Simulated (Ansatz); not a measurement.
The starting structures come from a database of crystals and need not be the phases stable at ambient conditions.

 Where the default PAW files enter, the runs use the earlier of Ansatz's two default sets.

Consider the following.

```
O2Si
1.0
    5.06052     0.00000     0.00000
   -2.53026     4.38254     0.00000
    0.00000     0.00000     5.54135
Si O
3 6
Direct
  0.50000   0.50000   0.33333
  0.00000   0.50000   0.00000
  0.50000   0.00000   0.66667
  0.20861   0.79139   0.83333
  0.41721   0.20861   0.50000
  0.20861   0.41721   0.16667
  0.79139   0.20861   0.83333
  0.58279   0.79139   0.50000
  0.79139   0.58279   0.16667
```

Space group of this cell: P6_422. The cell is taken as given.

Computed with r2SCAN (plane waves, PAW; Ansatz, a first-principles code).

The current runs along the normal of the first two printed vectors; no spin-orbit coupling. Scaled by the factor s: both lengths across the current (ions clamped). Meshes 12×12×6 and 12×12 across the current in all rows.

```tsv
s	mean pressure (GPa)	band gap (eV)
0.98	8.4	?
1.00	0.1	6.31
1.02	-6.9	6.08
```

Task: Take the slope of the band gap against ln s from the two given rows, extrapolate to s = 0.98, and say what the run there gives.

Result: Slope = (6.08 − 6.31) / ln 1.02 = -11.6 eV. The line gives 6.31 + (-11.6) × ln 0.98 = 6.54 eV. The run gives 6.47 eV, 0.07 eV under the line, 32 % of the predicted step.
